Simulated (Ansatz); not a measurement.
TaNi3 (I4/mmm), Ansatz (a quantum-chemistry and plane-wave program) with PBEsol, DFPT electron-phonon coupling, linearised Boltzmann equation. Phonon-limited resistivity 8.55 μΩ·cm at 300 K along x (a = (0.00, 2.54, 3.70) Å; b = (2.54, 0.00, 3.70) Å; c = (2.54, 2.54, 0.00) Å), 11.7 μΩ·cm at 400 K, current-weighted mean free path 14.9 nm, Drude plasma energy 4.49 eV.

Problem. What is the classical skin depth at 10 GHz (nonmagnetic, μ₀ = 1.257×10⁻⁶ H/m)?

Solution. δ = √(ρ/(π f μ₀)) = 1470 nm.

Problem. What temperature coefficient of resistance follows, and how does it compare with 1/T?

Solution. (ρ₄₀₀ − ρ₃₀₀)/(100 K × ρ₃₀₀) = 3.68×10⁻³ K⁻¹, against 1/T = 3.33×10⁻³ K⁻¹ for a resistivity proportional to T. It lies higher because phonons are still being populated at 300 K; impurities would add a constant and lower it.

Problem. Estimate the electronic thermal conductivity at 300 K by the Wiedemann-Franz law (L₀ = 2.44×10⁻⁸ W·Ω/K²).

Solution. L₀T/ρ = 2.44×10⁻⁸ × 300/(8.55×10⁻⁸) = 85.6 W/(m·K). Inelastic scattering puts the true Lorenz number somewhat under L₀ near and below the Debye temperature.

A metal at this level (no band gap). Only scattering by harmonic phonons is included (no impurities, grain boundaries, electron-electron scattering or thermal expansion). Spin-orbit coupling is left out, which matters with elements this heavy. The run warned that the eigensolver left some states short of its tolerance. Halving the electron mesh (28x28x28) moves the resistivity by up to 3 % at 300 K, the mean free path by up to 2 %. Smearing 0.20 eV; phonons on a 4x4x4 q mesh, which this run doesn't test.

Formula and space group known from diffraction (Crystallography Open Database), not checked to be the room-temperature form: TaNi3 (I4/mmm). Treated as nonmagnetic (a ferromagnetic start lost its moment, other orders weren't tried): TaNi3 (I4/mmm).
